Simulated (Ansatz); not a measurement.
## Mg2Ge: energy against strain

Mg2Ge (antifluorite, Fm-3m, 20.703 Å³/atom at rest) under an equal strain ε in the (001) plane with the normal axis free, as in a coherent film. LDA in Ansatz, a plane-wave DFT program (PAW, default set), 420 eV, 13×13×13 Γ-centred mesh, Fermi-Dirac smearing 0.05 eV; ions are relaxed within the symmetry of each cell.

Here s stands for strain and y for E less E0.

| strain (%) | E less E0 (meV/atom) |
|---|---|
| -3.00 | ? |
| -1.50 | 4.03 |
| -1.00 | 1.77 |
| -0.50 | 0.44 |
| 0.00 | 0.00 |
| 0.50 | 0.43 |
| 1.00 | 1.69 |
| 1.50 | 3.77 |

Q: Using a parabola, estimate the missing y at s = -3.00 from the other rows, showing the fit.

A: Least squares gives y = 0.000 - 0.0679·s + 1.7329·s². Residuals (row less fit): 0.029, -0.031, -0.027, 0.000, 0.031, 0.025, -0.027; standard error 0.035 (degrees of freedom: 4). Twice the quadratic coefficient over the volume, 2 × 1.7329 meV × 10⁴ × 0.1602 / 20.703 Å³, is twice the biaxial elastic modulus of this plane = 268 ± 2 GPa. At the withheld row, y = 0.000 - 0.0679 × (-3.0) + 1.7329 × (-3.0)² = 15.800 meV/atom. The calculation gives 16.59 meV/atom, 0.790 meV/atom above the prediction (4.8 % of the range of y in the table). The row lies outside the fitted rows, so this is an extrapolation. From the scatter of the fitted rows alone, a prediction at this place has a standard error of 0.133 meV/atom, so the miss is 5.9 times that.

One order more, fitted to all 13 runs of the series, follows each within 0.01, so the miss is the next term of a smooth law. This level leaves no gap over 0.05 eV at strain -3.00, -1.50, -1.00, 1.00, 1.50, where the mesh may be coarse. Rows are the converged runs of the series near zero and its far end; series whose fitted rows scatter by over a few per cent of the range, as at a crossing or softening among them, aren't shown in this form. Most that stay on the fit to the last digits aren't either.
